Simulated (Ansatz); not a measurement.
Results of LDA (Ansatz, an electronic-structure program, plane waves, PAW) for Bi2Te2S (within 0.1 Å of I4/mmm, No. 139, 5 atoms in the cell; start mp-632485; a measured phase of this formula has another space group).

Numerical settings: plane-wave cutoff 520 eV, 8×8×8 k mesh, Fermi–Dirac smearing 0.01 eV, scalar-relativistic PAW data made under PBE.

Cell (relaxed at this level):

```cif
data_Bi4S2Te4
_chemical_formula_sum 'Bi4 Te4 S2'
_space_group_name_H-M_alt 'I4/mmm'
_space_group_IT_number 139
_space_group_name_Hall '-I 4 2'
_cell_length_a 4.34122
_cell_length_b 4.34122
_cell_length_c 17.84207
_cell_angle_alpha 90.000
_cell_angle_beta 90.000
_cell_angle_gamma 90.000
loop_
_atom_site_label
_atom_site_type_symbol
_atom_site_symmetry_multiplicity
_atom_site_Wyckoff_symbol
_atom_site_fract_x
_atom_site_fract_y
_atom_site_fract_z
_atom_site_occupancy
Bi1 Bi 4 e 0.00000 0.00000 0.13997 1
Te1 Te 4 e 0.00000 0.00000 0.32679 1
S1 S 2 a 0.00000 0.00000 0.00000 1
```
(The calculation used a cell of 5 atoms; values per cell refer to that cell.)

What does this level give for the band gap, direct gap at Γ and bulk modulus B0?


* **band gap**: 0.17 eV (on the SCF k mesh)
* **direct gap at Γ**: 3.33 eV
* **bulk modulus B0**: 47.8 GPa

Note: the bulk modulus is −V dP/dV from two relaxed cells at ±2 % in volume.

Spin–orbit coupling is not included; it can close the smallest gap of 0.17 eV.

Static lattice: no zero-point or thermal effects.

It cost about 12 core-minutes (a rough figure) of CPU time.

A start named mp-… is a Materials Project structure, which need not be a measured phase.
